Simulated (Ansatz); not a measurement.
## monolayer HfS2: band-edge transport data

```yaml
crystal:
  lattice:
    - [3.65218, 0.00000, 0.00000]
    - [-1.82609, 3.16288, 0.00000]
    - [0.00000, 0.00000, 18.93792]
  atoms:
    - { symbol: Hf, position: [0.00000, 0.00000, 0.50000] }
    - { symbol: S, position: [0.33333, 0.66667, 0.57638] }
    - { symbol: S, position: [0.66667, 0.33333, 0.42362] }
```

All values below come from PBE, rigid bands (plane waves, PAW, scalar-relativistic; Ansatz, a quantum-chemistry and plane-wave program). How the cell was made: cell and atoms relaxed with PBE.

```yaml
band_gap: 1.31 eV
electron conductivity mass (300 K, dilute): 0.45 mₑ
hole conductivity mass (300 K, dilute): 0.34 mₑ
effective density of states N_c (300 K): 2.6e13 cm⁻²
effective density of states N_v (300 K): 7.0e12 cm⁻²
Seebeck coefficient, n-type 1.9e12 cm⁻², 300 K: -391 μV/K
Seebeck coefficient, p-type 1.9e12 cm⁻², 300 K: 284 μV/K
```

Rigid bands; masses and Seebeck coefficients take one relaxation time τ for all states and one kind of carrier; polarons and phonon drag are left out. Spin-orbit coupling is left out; with 5d elements it also splits d-like band edges.

Model free-standing layer, not matched to a measured one here: monolayer HfS2.
